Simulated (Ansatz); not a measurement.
System: Lu2SiO5 (P2₁/c, No. 14, 32 atoms in the cell; start mp-18195). Method: PBEsol (Ansatz, a quantum-chemistry and plane-wave program, PAW).

Settings: plane-wave cutoff 520 eV, 4×6×6 k mesh (along the axes of the cell as run), Fermi–Dirac smearing 0.01 eV, scalar-relativistic PAW data made under PBE.

Cell (relaxed with PBEsol):

Space group P2₁/c (No. 14); a = 9.036 Å, b = 6.608 Å, c = 6.604 Å, α = γ = 90.00°, β = 100.97°

```
atom  site  symmetry       x       y       z
----  ----  --------  ------  ------  ------
Lu      4e         1  0.4657  0.1179  0.2714
Lu      4e         1  0.1461  0.1421  0.4988
Si      4e         1  0.2026  0.9021  0.0043
O       4e         1  0.3926  0.3783  0.0764
O       4e         1  0.8999  0.2990  0.0002
O       4e         1  0.3862  0.8537  0.0278
O       4e         1  0.2114  0.0604  0.2030
O       4e         1  0.1453  0.4354  0.3210
```

**Question.** What does this level give for the band gap and smallest direct gap on the k points sampled?

**Answer.** 
- band gap = 4.46 eV
- smallest direct gap on the k points sampled = 4.73 eV

Spin–orbit coupling is not included.

Computed values are for the static lattice.

It cost about 11 core-minutes (a rough figure) of CPU time.

A start named mp-… is a Materials Project structure, which need not be a measured phase.
